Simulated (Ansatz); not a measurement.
GdNbO4 (C2/c, No. 15; cell taken from a computed entry), treated with PBEsol in Ansatz (PAW).

Run with plane-wave cutoff 520 eV, 8×8×10 k mesh (along the axes of the cell as run), Fermi–Dirac smearing 0.01 eV, spin-polarised start, scalar-relativistic PAW data made under PBE.

Cell (relaxed with PBEsol):

Space group C2/c (No. 15); a = 7.0533 Å, b = 11.0273 Å, c = 5.0834 Å, α = 90.00°, β = 131.02°, γ = 90.00°

```tsv
atom	site	symmetry	x	y	z
Gd	4e	2	0.0000	0.1296	0.2500
Nb	4e	2	0.0000	0.6038	0.2500
O	8f	1	0.2432	0.4686	0.2042
O	8f	1	0.3440	0.2095	0.3399
```
(The calculation used a cell of 12 atoms; values per cell refer to that cell.)

**Question.** Estimate the band gap and smallest direct gap on the k points sampled that the calculation returns.

**Answer.** 
- band gap = 3.30 eV
- smallest direct gap on the k points sampled = 3.41 eV

Measured, for comparison: band gap 4.93 eV (temperature not stated, not corrected to a static lattice, diffuse reflectance of powders, Elliott-model fit; as tabulated in Garg et al. (2023), arXiv:2401.13477).

Note: the magnetic order was assumed, not searched for or taken from measurement; the 4f shell is treated without U or exact exchange, so its levels and filling can be wrong.

Spin–orbit coupling is not included.

Computed values are for the static lattice.

Ansatz is a program for electronic structure.
